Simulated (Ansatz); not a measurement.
Start from SiO$_{2}$ in the rutile structure (space group P4_2/mnm, No. 136; a = 4.1945 Å, c = 2.6785 Å).

Calculations: PBEsol/PAW in Ansatz (an electronic-structure program), no spin-orbit coupling.

Base values:

- Valence-band top at Γ = 0.00, -0.88, -0.88 eV
- Pressure = 0.00 GPa

One thing is altered: the cell is scaled by 0.9820 in all directions, atoms relaxed at fixed cell.

Q: How does this affect the largest internal atomic displacement?

A: The largest internal atomic displacement comes out as 0.010 Å.

Q: What does the calculation give for the valence-band top at Γ after the change?

A: The valence-band top at Γ (three highest levels, from the VBM) changes from 0.00, -0.88, -0.88 eV to 0.00, -0.94, -0.94 eV.

Q: What does the calculation give for the energy relative to the base after the change?

A: The energy rises by 23 meV/atom.

Q: Estimate the effect on the mean gap deformation potential ΔEg/Δln V.

A: The mean gap deformation potential ΔEg/Δln V amounts to -16.8 eV.

Q: What happens to the pressure?

A: The pressure (mean of the normal stresses, compression positive) goes from zero to 18.33 GPa.

The cells carry an imposed strain or load. Whether these cells are dynamically stable was not tested.
